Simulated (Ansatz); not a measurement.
AlB2-type TiB2, treated with r²SCAN0 (Ansatz, an electronic-structure program, PAW).

Numerical settings: plane-wave cutoff 520 eV, 12×12×8 k mesh (along the axes of the cell as run), Fermi–Dirac smearing 0.05 eV, no spin polarisation, scalar-relativistic PAW data made under PBE.

Computed at the level's own relaxed cell.

Task: Predict the lattice parameter a and c axis length.

Result: 
* **lattice parameter a**: 3.009 Å
* **c axis length**: 3.201 Å

Measured, for comparison: lattice constant a 3.029 Å, lattice parameter c 3.229 Å (293 K, no zero-point or thermal correction; as tabulated in R. G. Munro, J. Res. NIST 105, 709 (2000), Material Properties of Titanium …). Computed (rounded) less measured: lattice constant a -0.7 %, lattice parameter c -0.9 %. A static lattice is as a rule a little smaller and stiffer than an uncorrected measurement, which narrows the difference in the lattice constant a, lattice parameter c and would widen misses of the other sign.

Note: the run has no spin polarisation, so it can have missed a magnetic state.
